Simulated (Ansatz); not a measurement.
Seebeck coefficient (μV/K, mean over directions) of n-type Na$_{2}$S (Fm-3m) against carrier density, PBEsol, rigid bands (Ansatz, a quantum-chemistry and plane-wave program). Computed gap 2.43 eV; densities at which minority carriers matter at this gap, or further valleys turn the trend, are left out. Conductivity mass 0.29 mₑ (harmonic mean over directions), N_c = 3.9e18 cm⁻³ at 300 K.

```json
[
 {"electron density": "1e16 cm⁻³", "300 K": "-727", "500 K": "-795"},
 {"electron density": "1e17 cm⁻³", "300 K": "-529", "500 K": "-597"},
 {"electron density": "1e18 cm⁻³", "300 K": "-333", "500 K": "-399"},
 {"electron density": "3e18 cm⁻³", "300 K": "-242", "500 K": "(withheld)"},
 {"electron density": "1e19 cm⁻³", "300 K": "-151", "500 K": "(withheld)"},
 {"electron density": "3e19 cm⁻³", "300 K": "-86", "500 K": "-131"},
 {"electron density": "1e20 cm⁻³", "300 K": "-42", "500 K": "(withheld)"},
 {"electron density": "3e20 cm⁻³", "300 K": "-22", "500 K": "-36"},
 {"electron density": "1e21 cm⁻³", "300 K": "-11", "500 K": "-18"}
]
```

Task: Complete the blanks.

Result: 
- 3e18 cm⁻³, 500 K: -306
- 1e19 cm⁻³, 500 K: -209
- 1e20 cm⁻³, 500 K: -68

Rigid bands with a gap fixed in temperature, one relaxation time for all states, no polarons or phonon drag, and whether or not such doping can be reached. Spin-orbit coupling is left out.

Formula and space group known from diffraction (Crystallography Open Database), not checked to be the room-temperature form: Na2S (Fm-3m).
